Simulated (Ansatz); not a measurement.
The reference is MoS₂ in the 2H-MoS2 type structure (space group P6_3/mmc, No. 194; a = 3.149 Å, c = 12.090 Å; layered, stacked along the Cartesian z axis).

(Cell as relaxed with PBE-D3(BJ).)

Levels (all Ansatz, a program for electronic structure, PAW): PBE-D3(BJ) (420 eV, no spin-orbit coupling); r2SCAN+rVV10 (500 eV, no SOC).

Each level relaxes its own structure.

| base | PBE-D3(BJ) | r2SCAN+rVV10 |
|---|---|---|
| volume per atom | 17.31 Å³ | 18.07 Å³ |
| lattice parameter a | 5.951 bohr | 5.996 bohr |
| band gap | 0.78 eV | 1.01 eV |

Modification: an isotropic linear strain of +0.52 %, atoms relaxed at fixed cell.

```json
[
 {"quantity": "largest internal atomic displacement", "PBE-D3(BJ)": "0.013 Å", "r2SCAN+rVV10": "0.013 Å"},
 {"quantity": "energy relative to the base (free energy F)", "PBE-D3(BJ)": "+1.0 meV/atom", "r2SCAN+rVV10": "+1.0 meV/atom"},
 {"quantity": "pressure (mean of the normal stresses, compression positive)", "PBE-D3(BJ)": "-11.4 kbar", "r2SCAN+rVV10": "-11.3 kbar"}
]
```

The two agree on the largest internal atomic displacement and energy relative to the base. Neither level is exact; r2SCAN+rVV10 is the comparison here, not a measurement.

No phonon test of stability was made.
